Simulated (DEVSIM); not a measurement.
Device: Si p-n junction from an implanted or diffused profile, at 350 K.

| layer (left to right) | material | thickness (μm) | Nd (cm⁻³) | τn (s) | τp (s) |
|---|---|---|---|---|---|
| 1 | Si | 62.0 | 5.9e16 | 3.3e-7 | 3.3e-7 |

Added acceptor profile: 2.8e18 cm⁻³ × exp(−(x − 0 μm)²/(2·(0.087 μm)²)). Left contact: ohmic. Right contact: ohmic. Voltage is applied to the left contact. Recombination: SRH at mid-gap, radiative. Mobility is μmin + (μ − μmin)/(1 + (N/Nref)^α).

The device is made up for the run: typed textbook-type constants, with dimensions and the other settings drawn at random. Values at 300 K; Nc and Nv go as T^1.5, mobilities as T to minus their exponent, the gap by Varshni's rule with the affinity fixed.

```csv
parameter,Si
gap (eV),1.124
affinity (eV),4.05
permittivity,11.7
Nc (cm⁻³),2.86e19
Nv (cm⁻³),3.1e19
μn (cm²/Vs),1417
μp (cm²/Vs),470
"μn,min",52
"μp,min",45
"Nref,n",9.7e16
"Nref,p",2.2e17
αn,0.68
αp,0.72
T exponent of μn,2.3
T exponent of μp,2.2
B (cm³/s),4.7e-15
Varshni α (eV/K),0.000473
Varshni β (K),636
```

Simulated with DEVSIM: 1D drift-diffusion, Boltzmann statistics, complete ionisation; no tunnelling, impact ionisation, image-force lowering or self-heating.

Task: Tabulate band edges, carrier densities and field at zero bias.

Result: Energies count from the Fermi level of the right contact; mesh points crowd at the junctions.

```
x (μm)   Ec (eV)  Ev (eV)  n (cm⁻³)  p (cm⁻³)  field (V/cm)
-------  -------  -------  --------  --------  ------------
0.000      1.031   -0.080     52000    2.7e18          -110
0.02418    1.029   -0.081     54000    2.6e18          -990
0.05978    1.023   -0.087     66000    2.1e18         -2500
0.1122     1.005   -0.106    120000    1.2e18         -4700
0.2036     0.893   -0.218   5000000    2.9e16        -42000
0.2714     0.462   -0.648    7.9e12    1.8e10        -60000
0.3410     0.217   -0.893    2.7e16   5300000        -11000
0.4444     0.194   -0.917    5.9e16   2400000           -56
0.6182     0.193   -0.917    5.9e16   2400000           ≈ 0
1.015      0.193   -0.917    5.9e16   2400000           ≈ 0
1.919      0.193   -0.917    5.9e16   2400000           ≈ 0
5.212      0.193   -0.917    5.9e16   2400000           ≈ 0
11.49      0.193   -0.917    5.9e16   2400000           ≈ 0
25.83      0.193   -0.917    5.9e16   2400000           ≈ 0
49.38      0.193   -0.917    5.9e16   2400000           ≈ 0
56.43      0.193   -0.917    5.9e16   2400000           ≈ 0
59.55      0.193   -0.917    5.9e16   2400000           ≈ 0
60.93      0.193   -0.917    5.9e16   2400000           ≈ 0
61.66      0.193   -0.917    5.9e16   2400000           ≈ 0
61.86      0.193   -0.917    5.9e16   2400000           ≈ 0
61.95      0.193   -0.917    5.9e16   2400000           ≈ 0
62.00      0.193   -0.917    5.9e16   2400000           ≈ 0
```
